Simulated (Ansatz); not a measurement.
PBE against r2SCAN: WC, biaxial strain +0.79 %, plane normal [001], relaxed out of plane

Start from WC (space group P-6m2, No. 187; a = 2.9226 Å, c = 2.8464 Å; relaxed with 0.1 eV smearing). Axes: x lies along a and z along c of the hexagonal cell.

(Cell as relaxed with PBE.)

Levels (all Ansatz, a quantum-chemistry and plane-wave program, PAW, earlier PAW set): PBE (420 eV, no spin-orbit coupling); r2SCAN (500 eV, without spin-orbit coupling).

Each level relaxes its own structure.

```
base                      PBE    r2SCAN
-------------------  --------  --------
volume per atom      10.53 Å³  10.42 Å³
lattice parameter a  292.3 pm  291.3 pm
band gap                 zero      zero
```

Now apply this change: biaxial strain +0.79 %, plane normal [001], relaxed out of plane (Cartesian); in-plane vectors clamped, the third vector and the atoms free.

```csv
quantity,PBE,r2SCAN
out-of-plane strain,-0.28 %,?
shortest interatomic distance,221.5 pm,?
band gap,zero,?
```

Question: Given the PBE results, estimate those of r2SCAN.

Answer: 
- out-of-plane strain, r2SCAN: -0.27 %
- shortest interatomic distance, r2SCAN: 220.8 pm
- band gap, r2SCAN: zero

PBE's shortest interatomic distance lies 0.75 pm above r2SCAN's (0.3 %); the two agree on the band gap. Neither level is exact; r2SCAN is the comparison here, not a measurement.

Whether these cells are dynamically stable was not tested. The final runs are not spin-polarised.
